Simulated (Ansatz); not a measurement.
**GaN: energy against strain**

GaN (wurtzite, P6_3mc, 11.051 Å³/atom and stress up to 0.01 GPa in the relaxed cell, c along z) under a strain ε along c (axis z), the other axes held. LDA in Ansatz, a plane-wave DFT program (PAW, default set), 420 eV, 12×12×7 Γ-centred mesh, Fermi-Dirac smearing 0.05 eV; ions are relaxed, or left where forces stay under 0.02 eV/Å, within the symmetry of each cell.

Here s stands for strain and y for E less E0.

| strain (%) | E less E0 (meV/atom) |
|---|---|
| -3.00 | ? |
| -1.20 | 2.04 |
| -0.60 | 0.50 |
| 0.00 | 0.00 |
| 0.60 | 0.50 |
| 1.20 | 2.00 |

Taking a parabola for y over the 5 complete rows: Least squares gives y = -0.003 - 0.0133·s + 1.4048·s². Residuals (row less fit): 0.004, -0.011, 0.003, 0.005, -0.004; standard error 0.010 (degrees of freedom: 2). Twice the quadratic coefficient over the volume, 2 × 1.4048 meV × 10⁴ × 0.1602 / 11.051 Å³, is the elastic constant C33 = 407 ± 2 GPa (± standard error of the fit, which holds the terms cut off).

Q: What does the fit predict for y at s = -3.00, and how far is the calculated value from it?

A: y = -0.003 - 0.0133 × (-3.0) + 1.4048 × (-3.0)² = 12.680 meV/atom. The calculation gives 13.03 meV/atom, 0.350 meV/atom above the prediction (2.7 % of the range of y in the table). The row lies outside the fitted rows, so this is an extrapolation. From the scatter of the fitted rows alone, a prediction at this place has a standard error of 0.062 meV/atom, so the miss is 5.6 times that.

A polynomial of degree 3 through the 10 other runs of the series gives 13.02 there, so most of the miss is curvature that the fit leaves out. Rows are the converged runs of the series near zero and its far end; series whose fitted rows scatter by over a few per cent of the range, as at a crossing or softening among them, aren't shown in this form, nor equations of state whose B0' disagrees with the runs' pressures. Most that stay on the fit to the last digits aren't either.
